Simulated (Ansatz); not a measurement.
## Amorphous Ti20O42Hf

It comes from a melt-quench run on a machine-learned potential (CHGNet), relaxed afterwards by DFT. O atoms were pushed apart under 1.9 Å during the dynamics, to hinder bonds among them. The hot cell started wider than the set density and was brought back towards it in steps. It is the lowest in DFT energy of 2 quenches. It is a model cell: composition and starting density were chosen by hand, and all elements were melted together. No dispersion term was used.

Methods: PBE, scalar-relativistic without spin-orbit coupling (Ansatz, a quantum-chemistry and plane-wave program); r2SCAN, scalar-relativistic without spin-orbit coupling (Ansatz); HSE06, scalar-relativistic without spin-orbit coupling (Ansatz). Geometry, pressure, stress and energy are those of the PBE run. Its sampling: a 2×2×2 Γ-centred mesh; Fermi-Dirac width 0.02 eV; no spin polarisation. Other functionals are single points at the zone centre (r2SCAN at 500 eV; exact exchange cut at the cell's faces), free to take moments where seeds were set.

```json
{
  "number_of_atoms_in_the_cell": "63",
  "Density (held, not predicted)": "3.88 g/cm³",
  "volume_per_atom": "12.30 Å^3",
  "Pressure on a 2×2×2 Γ-centred mesh": "0.50 GPa",
  "Largest force and stress component on that mesh (the relaxation ran on the zone centre alone)": "0.12 eV/Å and 0.5 GPa",
  "Energy relative to anatase TiO2 + HfO2 (P2_1/c) (lowest mix at this level among the phases computed, not always the ambient ones)": "0.134 eV/atom",
  "Gap on a 2×2×2 Γ-centred mesh (PBE)": "2.74 eV",
  "Gap at the zone centre (PBE)": "2.78 eV",
  "Gap at the zone centre (r2SCAN)": "3.14 eV",
  "Gap at the zone centre (HSE06)": "4.33 eV"
}
```

Bonds are counted up to Ti-Ti 3.12 Å, Ti-O 2.56 Å, Ti-Hf 3.23 Å, O-O 1.58 Å, O-Hf 2.65 Å, Hf-Hf 3.34 Å. Two cations that share two anions don't count as bonded, nor two that share one unless they lie closer than Ti-Ti 3.04 Å, Ti-Hf 3.15 Å, Hf-Hf 3.25 Å.

```
Property                                                          Result
---------------------------------  -------------------------------------
Mean coordination of Ti by anions    5.35 (2 with 4, 9 with 5, 9 with 6)
Mean coordination of O                       2.69 (13 with 2, 29 with 3)
Mean coordination of Hf by anions                        6.00 (1 with 6)
Mean Ti-O bond                     1.964 Å (spread 0.159 Å, 107 counted)
Mean O-Hf bond                       2.150 Å (spread 0.140 Å, 6 counted)
```

Its density started from a set value of 3.88 g/cm³. The simulated quench (nominally 360 K/ps over its main leg) is rapid and tends to freeze in more defects than a deposited or slowly cooled glass has. One small periodic cell is one sample of the glass; other quenches scatter about these values. The volume was held where the preparation left it and the shape relaxed, at a PBE pressure of 0.5 GPa. Stress components on the final sampling reach 0.5 GPa. On a 2×2×2 Γ-centred mesh force components of up to 0.12 eV/Å stay, since the relaxation ran on the zone centre alone.
